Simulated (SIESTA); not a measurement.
Band structure of TiPt3 (Pm-3m, 4 atoms in the cell).

```xyz
4
Lattice="3.8739 0.0000 0.0000 0.0000 3.8739 0.0000 0.0000 0.0000 3.8739" Properties=species:S:1:pos:R:3 pbc="T T T"
Ti     0.0000     0.0000     0.0000
Pt     1.9370     1.9370     0.0000
Pt     0.0000     1.9370     1.9370
Pt     1.9370     0.0000     1.9370
```

Method: GGA PBE, numerical atomic orbitals DZP, PseudoDojo PBE standard norm-conserving potentials (rewritten from UPF to PSML) (SIESTA 5.4.2).

Settings: XC.functional = GGA; XC.authors = PBE; potentials = PseudoDojo PBE standard; PAO.BasisSize = DZP; PAO.EnergyShift = 0.01 Ry; MeshCutoff = 400 Ry; kgrid.MonkhorstPack = 7 7 7; OccupationFunction = MP; OccupationMPOrder = 0; ElectronicTemperature = 0.272 eV; MaxSCFIterations = 150; SCF.Mixer.Method = Pulay; SCF.Mixer.Weight = 0.2; SCF.Mixer.History = 6.

The starting cell comes from a database of computed structures (which also holds hypothetical and non-ambient phases and stackings), without a prior relaxation at this level. Its lattice was rescaled by a random factor within 2.5 % of one. Spin-orbit coupling is off. Spin polarisation is off. Values carry the incompleteness of an atom-centred basis.

Levels in eV from the Fermi level, bands 30 to 35:
```
point     30     31     32     33     34     35
-----  -----  -----  -----  -----  -----  -----
Γ       0.05   0.05   0.05   1.50   1.50   1.79
X      -2.73  -2.52  -1.39  -0.16  -0.16   0.06
M      -3.18  -2.44  -2.35  -2.32   0.26   0.26
R      -0.60  -0.60  -0.60  -0.46  -0.46  -0.46
```

Bands cross the Fermi level along this path, so the cell is metallic at this level.

Higher empty bands are left out: an atom-centred basis made for the valence describes them poorly.
